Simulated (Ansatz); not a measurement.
The starting structures come from a database of crystals and need not be the phases stable at ambient conditions.

Tunnelling through a barrier is set by its complex band structure: the current falls as exp(−2κd) with the smallest κ.

Here is the system:

```
CELL_PARAMETERS angstrom
      3.83653     0.00000     0.00000
      0.00000     3.84624     0.00000
      0.00000     0.00000    11.94672
ATOMIC_POSITIONS crystal
  Bi 0.50000 0.54213 0.85797
  Bi 0.50000 0.45787 0.14203
  Bi 0.00000 0.04213 0.64203
  Bi 0.00000 0.95787 0.35797
  S  0.00000 0.00000 0.00000
  S  0.50000 0.50000 0.50000
  O  0.00000 0.53047 0.74974
  O  0.00000 0.46953 0.25026
  O  0.50000 0.03047 0.75026
  O  0.50000 0.96953 0.24974
```

Space group of this cell: Pnnm. The cell was relaxed by PBE-D3(BJ).

Transport runs along the normal of the first two printed cell vectors.

The gap is the functional's own, uncorrected, and κ follows it; spin-orbit coupling is left out. Mid-gap values are interpolated between the computed energies.

**Question.** State the band gap and the smallest decay constant κ at mid-gap according to Ansatz (a quantum-chemistry and plane-wave program) with r2SCAN.

**Answer.** Gap 1.17 eV on a 8×8×4 mesh; κ = 0.192 1/Å, at the zone centre.
